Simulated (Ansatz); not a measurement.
Functionals compared on a constructed model of the (0001) surface of hcp Hf, a pseudomorphic layer of Os in the host's stacking (bottom of the slab: a bare face, its two planes held), in Ansatz (plane waves, PAW). The structure was relaxed with PBE; the other rows are single points on it. Cutoff 420 eV (500 eV for r2SCAN).

Set-up: 7 atoms, 15.4 Å thick at the start; mesh 13x13x1; 0.1 eV smearing; dipole correction on; 2 atoms held, the rest relaxed; start symmetry kept, larger cells not searched; no spin, no spin-orbit, no U. It is one candidate, not shown to be the stable structure of the face. These notes are the PBE run's.

```
functional  work function of the top face (eV)  rough cost of the single point
----------  ----------------------------------  ------------------------------
PBE                                       4.24                               –
RPBE                                      4.08  around 80 core-seconds (rough)
r2SCAN                                     [?]   very roughly 2.5 core-minutes
```

Problem. Fill in the missing entries.

Solution. 
- r2SCAN, work function of the top face (eV): 4.14

Ansatz is a first-principles code.
